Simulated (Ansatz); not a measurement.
Subject: the energy change from cell B to cell A (1 Cu replaced by Pt, in a slab cell with one atom a plane). Reaction: cell B + Pt (fcc) → cell A + Cu (fcc). A negative value means that the right-hand side lies lower.

Cell A: a stack of composition Cu5Pt2 built on Cu (fcc, Fm-3m) (111), with 5 atoms on that crystal's sites, 7 atoms, hexagonal cell of 2.57 Å (5.7 Å²), symmetry P3m1 within 0.02 Å, 13.2 Å thick under 15 Å of vacuum, in-plane vectors held at the crystal's, which may strain the added film; planes from bottom to top: Cu × 5 | Pt × 2, its two faces unlike (dipole correction applied); spin state with PBE: run without spin, k-point mesh 21×21×1.
```
Cu5Pt2
1.0
    2.56607     0.00000     0.00000
    1.28304     2.22228     0.00000
    0.00000     0.00000    28.57113
Cu Pt
5 2
Direct
  0.00000   0.00000   0.27675
  0.33333   0.33333   0.34942
  0.66667   0.66667   0.42257
  0.00000   0.00000   0.49593
  0.33333   0.33333   0.56873
  0.66667   0.66667   0.64769
  0.00000   0.00000   0.73892
```

Cell B: a stack of composition Cu6Pt built on Cu (fcc, Fm-3m) (111), with 6 atoms on that crystal's sites, 7 atoms, hexagonal cell of 2.57 Å (5.7 Å²), symmetry P3m1 within 0.02 Å, 12.7 Å thick under 16 Å of vacuum, in-plane vectors held at the crystal's, which may strain the added film; planes from bottom to top: Cu × 6 | Pt, its two faces unlike (dipole correction applied); spin state with PBE: run without spin, k-point mesh 21×21×1.
```xyz
7
Lattice="2.5661 0.0000 0.0000 1.2830 2.2223 0.0000 0.0000 0.0000 28.5711" Properties=species:S:1:pos:R:3 pbc="T T T"
Cu     0.0000     0.0000     8.0015
Cu     1.2830     0.7408    10.0776
Cu     2.5661     1.4815    12.1666
Cu     0.0000     0.0000    14.2632
Cu     1.2830     0.7408    16.3599
Cu     2.5661     1.4815    18.4401
Pt     0.0000     0.0000    20.6901
```

Reference: Cu (fcc, Fm-3m), 1 atom in the cell, the relaxed perfect crystal repeated, atoms not moved again; spin state with PBE: run without spin, k-point mesh 21×21×22 on the run's own vectors.

Reference: Pt (fcc, Fm-3m), 1 atom in the cell, k-point mesh 26×26×26 on the run's own vectors. Conventional cell: a = b = c = 3.9720 Å, α = β = γ = 90.00°.

Computed with Ansatz (plane waves, PAW), its PAW set soft_1, cutoff 420 eV, 500 eV for r2SCAN. The structures are at rest with PBE, within the held lattices; other levels are single points on them. Neutral cells; Fermi-Dirac smearing of at most 0.10 eV in the solids, energies taken to zero width. The lattices are those relaxed with PBE or held as stated, so at other levels the solids can be strained, which adds to the spread. A dispersion term (D3(BJ), or D4 for r2SCAN) was computed beside these levels and is taken off wherever the name lacks it. Space groups of crystals are read within 0.01 Å. Nuclei at rest; no vibrational terms. Cells are local rest points, mostly with their start's symmetry. The runs are scalar-relativistic, without spin-orbit coupling. Values are for these cell sizes. Cell A has symmetry P3m1 within 0.02 Å and got no random move, so less symmetric positions, which may lie lower, weren't tried. Cell B has symmetry P3m1 within 0.02 Å and got no random move, so less symmetric positions, which may lie lower, weren't tried.

What is the computed value (PBE)?

0.51 eV, for cell B + Pt (fcc) → cell A + Cu (fcc).

How does the value move with the functional?


```csv
Level,value (eV),less PBE
r2SCAN,0.46,-0.05
```

The levels shown span only 0.05 eV, too little to tell them apart.

Ansatz is a first-principles code.
